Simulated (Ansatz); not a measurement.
SiC (model structure, started from the CdTe type, P6₄22, No. 181, 6 atoms in the cell)

These are r²SCAN+rVV10 (plane waves, PAW; Ansatz, a first-principles code) values and carry that method's errors.

Numerical settings: plane-wave cutoff 560 eV, 18×18×8 k mesh (along the axes of the cell as run), Fermi–Dirac smearing 0.05 eV, scalar-relativistic PAW data made under PBE.

Cell (relaxed at this level):

```yaml
crystal:
  lattice:
    - [3.06944, 0.00000, 0.00000]
    - [-1.53472, 2.65822, 0.00000]
    - [0.00000, 0.00000, 7.03525]
  atoms:
    - { symbol: Si, position: [0.00000, 0.50000, 0.66667] }
    - { symbol: Si, position: [0.50000, 0.50000, 0.00000] }
    - { symbol: Si, position: [0.50000, 0.00000, 0.33333] }
    - { symbol: C, position: [0.00000, 0.50000, 0.16667] }
    - { symbol: C, position: [0.50000, 0.50000, 0.50000] }
    - { symbol: C, position: [0.50000, 0.00000, 0.83333] }
```

| Property | Result |
|---|---|
| band gap | 1.16 eV (on the SCF k mesh) |
| direct gap at Γ | 3.83 eV |

Note: the relaxation could raise the start's symmetry but not lower it, so the cell can be a saddle point.

Computed values are for the static lattice.

Computing time: around 26 core-minutes (rough).

A model structure was made by putting elements into a prototype or built by hand; it is no filed structure, need not be a known phase, and can be a saddle point held by its symmetry.
